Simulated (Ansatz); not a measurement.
Electronic density of states of amorphous Mo20Si10N20, density 6.82 g/cm³, on a 2×2×2 Γ-centred mesh with a Gaussian width of 0.1 eV; energies count from the Fermi level. Cell and mesh are small, so fine structure isn't converged. These are PBE, scalar-relativistic without spin-orbit coupling (plane waves to 420 eV, PAW; Ansatz, a first-principles code) values and carry that method's errors. Sampling: a 2×2×2 Γ-centred mesh; Fermi-Dirac width 0.1 eV; no spin polarisation. The usual formal charges leave 100 electrons over, so the level spacing at the Fermi energy parts defect or band states and needn't be the band gap.

A CHGNet melt-quench gave the starting glass, which DFT then relaxed. N atoms were pushed apart under 1.9 Å during the dynamics, to hinder bonds among them. The hot cell started wider than the set density and was brought back towards it in steps. It is the lowest in DFT energy of 2 quenches. It is a model cell: composition and starting density were chosen by hand, and all elements were melted together. No dispersion term was used. Its density started from a set value of 7.73 and ended at 6.82 g/cm³. The quench (nominally 450 K/ps over its main leg) was far faster than any real one, so the model tends to hold more defects than a real film. A cell of this size samples the disorder only roughly. Volume and shape were free in the relaxation. On a 2×2×2 Γ-centred mesh force components of up to 0.33 eV/Å stay, since the relaxation ran on one k-point at (1/4, 1/4, 1/4).

(E - EF (eV), states/(eV atom)): (-12.00, 0.00); (-11.90, 0.00); (-11.80, 0.00); (-11.70, 0.00); (-11.60, 0.00); (-11.50, 0.00); (-11.40, 0.00); (-11.30, 0.00); (-11.20, 0.00); (-11.10, 0.00); (-11.00, 0.00); (-10.90, 0.00); (-10.80, 0.00); (-10.70, 0.03); (-10.60, 0.15); (-10.50, 0.17); (-10.40, 0.05); (-10.30, 0.07); (-10.20, 0.11); (-10.10, 0.10); (-10.00, 0.10); (-9.90, 0.10); (-9.80, 0.10); (-9.70, 0.09); (-9.60, 0.11); (-9.50, 0.20); (-9.40, 0.16); (-9.30, 0.05); (-9.20, 0.03); (-9.10, 0.15); (-9.00, 0.19); (-8.90, 0.10); (-8.80, 0.17); (-8.70, 0.26); (-8.60, 0.29); (-8.50, 0.21); (-8.40, 0.15); (-8.30, 0.07); (-8.20, 0.07); (-8.10, 0.12); (-8.00, 0.10); (-7.90, 0.10); (-7.80, 0.12); (-7.70, 0.15); (-7.60, 0.22); (-7.50, 0.29); (-7.40, 0.33); (-7.30, 0.33); (-7.20, 0.39); (-7.10, 0.47); (-7.00, 0.50); (-6.90, 0.51); (-6.80, 0.59); (-6.70, 0.62); (-6.60, 0.55); (-6.50, 0.53); (-6.40, 0.53); (-6.30, 0.56); (-6.20, 0.58); (-6.10, 0.64); (-6.00, 0.61); (-5.90, 0.60); (-5.80, 0.66); (-5.70, 0.63); (-5.60, 0.59); (-5.50, 0.61); (-5.40, 0.66); (-5.30, 0.63); (-5.20, 0.60); (-5.10, 0.58); (-5.00, 0.54); (-4.90, 0.56); (-4.80, 0.62); (-4.70, 0.66); (-4.60, 0.60); (-4.50, 0.58); (-4.40, 0.62); (-4.30, 0.59); (-4.20, 0.50); (-4.10, 0.61); (-4.00, 0.61); (-3.90, 0.53); (-3.80, 0.48); (-3.70, 0.49); (-3.60, 0.52); (-3.50, 0.43); (-3.40, 0.41); (-3.30, 0.52); (-3.20, 0.52); (-3.10, 0.43); (-3.00, 0.43); (-2.90, 0.53); (-2.80, 0.56); (-2.70, 0.58); (-2.60, 0.56); (-2.50, 0.53); (-2.40, 0.48); (-2.30, 0.50); (-2.20, 0.57); (-2.10, 0.52); (-2.00, 0.40); (-1.90, 0.44); (-1.80, 0.56); (-1.70, 0.63); (-1.60, 0.58); (-1.50, 0.53); (-1.40, 0.50); (-1.30, 0.50); (-1.20, 0.49); (-1.10, 0.52); (-1.00, 0.51); (-0.90, 0.56); (-0.80, 0.52); (-0.70, 0.50); (-0.60, 0.52); (-0.50, 0.49); (-0.40, 0.47); (-0.30, 0.46); (-0.20, 0.47); (-0.10, 0.40); (0.00, 0.35); (0.10, 0.32); (0.20, 0.32); (0.30, 0.37); (0.40, 0.43); (0.50, 0.44); (0.60, 0.53); (0.70, 0.56); (0.80, 0.58); (0.90, 0.61); (1.00, 0.66); (1.10, 0.65); (1.20, 0.58); (1.30, 0.64); (1.40, 0.64); (1.50, 0.69); (1.60, 0.72); (1.70, 0.68); (1.80, 0.72); (1.90, 0.75); (2.00, 0.71); (2.10, 0.66)
